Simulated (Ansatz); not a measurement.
# Zr: energy against strain

Zr (hcp, P6_3/mmc, 21.795 Å³/atom at rest, c along z) under a strain ε along a direction in the basal plane (axis x), the other axes held. LDA in Ansatz, a plane-wave DFT program (PAW, default set), 420 eV, 21×21×12 Γ-centred mesh, Fermi-Dirac smearing 0.10 eV; ions are relaxed within the symmetry of each cell.

Here s stands for strain and y for E less E0.

```csv
strain (%),E less E0 (meV/atom)
-1.50,2.17
-1.00,0.96
-0.50,0.24
0.00,0.00
0.50,0.24
1.00,0.95
1.50,2.14
3.00,?
```

Question: Fit y against s with a parabola, and predict the withheld value at s = 3.00.

Answer: Least squares gives y = 0.000 - 0.0079·s + 0.9576·s². Residuals (row less fit): 0.004, -0.006, -0.003, 0.000, 0.005, 0.000, -0.003; standard error 0.005 (degrees of freedom: 4). Twice the quadratic coefficient over the volume, 2 × 0.9576 meV × 10⁴ × 0.1602 / 21.795 Å³, is the elastic constant C11 = 141 ± 0.3 GPa. At the withheld row, y = 0.000 - 0.0079 × 3.0 + 0.9576 × 3.0² = 8.595 meV/atom. The calculation gives 8.39 meV/atom, 0.205 meV/atom below the prediction (2.4 % of the range of y in the table). The row lies outside the fitted rows, so this is an extrapolation. The fitted rows scatter only by rounding.

One order more, fitted to all 13 runs of the series, follows each within 0.05, so the miss is the next term of a smooth law. In a metal these values are sensitive to mesh and smearing; energies are taken to zero smearing, stresses follow the free energy. Rows are the converged runs of the series near zero and its far end; series whose fitted rows scatter by over a few per cent of the range, as at a crossing or softening among them, aren't shown in this form. Most that stay on the fit to the last digits aren't either.
